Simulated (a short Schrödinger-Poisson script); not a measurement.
System: gated Al0.25Ga0.75As/GaAs δ-doped gas, at 20 K.

```csv
layer,material,thickness (nm),Na (cm⁻³)
1,Al0.25Ga0.75As,15,-
2,Al0.25Ga0.75As,40,-
3,GaAs,6000,5e14
```

Constants are typed, rounded textbook-type inputs, not results; the design itself was drawn at random and stands for no fabricated device. Al0.25Ga0.75As: permittivity 12.19, conduction-band edge (eV) 0.198, gap (eV) 1.736, electron mass (mₑ) 0.0878, Nv at 300 K (cm⁻³) 9e18. GaAs: permittivity 12.9, conduction-band edge (eV) 0, gap (eV) 1.424, Nv at 300 K (cm⁻³) 9e18.

Channel valleys (confinement mass, in-plane density-of-states mass, number): Γ 0.067, 0.067, 1. At the gate the conduction-band edge of layer 1 lies 0.95 eV − eVg above the Fermi level of the channel; the field vanishes at the back. Sheet of ionised δ-doping: +2.1e12 e/cm² at 15 nm from the gate. The barrier under the gate holds no holes. Gaps are held at their typed values at every temperature. Mesh 0.08 nm at interfaces.

Solved with a short Schrödinger-Poisson script written for these runs: 1D Poisson equation in equilibrium, electrons quantum, Hartree plus LDA exchange-correlation (BenDaniel-Duke, 40 states a valley, the channel's in-plane mass for all, wave functions free to enter the barrier), parabolic valleys, classical holes, full ionisation, no traps, pinning or gate leakage.

The same stack at other levels of the model or other numerical settings:

| run | sheet density of all electrons at Vg = 0.5 V (cm⁻²) | capacitance at Vg = 0.5 V (μF/cm²) | centroid of the channel electrons at Vg = 0.5 V (nm) | gate voltage at 1e11 electrons/cm² (V) | rough cost against the base |
|---|---|---|---|---|---|
| base | 1.25e11 | 0.176 | 8.07 | 0.48 | about 1 |
| electrons treated as classical, Boltzmann | 1.51e11 | 0.192 | 0.95 | 0.46 | 0.03 |
| electrons treated as classical, Fermi-Dirac | 1.33e11 | 0.174 | 3.59 | 0.47 | 0.1 |
| electrons treated as quantum, Hartree | 1.19e11 | 0.173 | 8.32 | 0.49 | about 1 |
| mesh six times as coarse | 1.25e11 | 0.176 | 8.05 | 0.48 | 0.3 |
| one subband a valley | 1.25e11 | 0.176 | 8.07 | 0.48 | 0.3 |

The classical rows ignore confinement, and Boltzmann statistics overrate the density once the band edge passes the Fermi level.
